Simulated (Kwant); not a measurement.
System: In0.53Ga0.47As/In0.52Al0.48As stack with 1 barrier. One parabolic valley. Leads of mass 0.041 mₑ with the band edge at 0; grid 0.1 nm; bias 0 V, dropping linearly over the stack.

```tsv
layer	thickness (nm)	band offset (eV)	mass (mₑ)
1	3.3	0.52	0.075
```

Constants are typed, rounded textbook-type inputs, not results; the design itself was drawn at random and stands for no fabricated device.

Model: one-band effective-mass tight-binding model in one dimension, coherent, no space charge (Kwant).

**Question.** Work out the transmission below the barrier top from T = 1/(1 + ((ζ + 1/ζ)/2)² sinh²(κa)), ζ = (k/m_lead)/(κ/m_barrier).

**Answer.** E = 0.0518 eV: k = 0.2361 nm⁻¹, κ = 0.9600 nm⁻¹, ζ = 0.4499, T = 0.00397. The simulation gives 0.00398, the same within the digits that matter. E = 0.1502 eV: k = 0.4020 nm⁻¹, κ = 0.8532 nm⁻¹, ζ = 0.8620, T = 0.0139. The simulation gives 0.0140, the same within the digits that matter. E = 0.2289 eV: k = 0.4963 nm⁻¹, κ = 0.7570 nm⁻¹, ζ = 1.199, T = 0.0259. The simulation gives 0.0259, the same within the digits that matter. What differs comes from the grid.
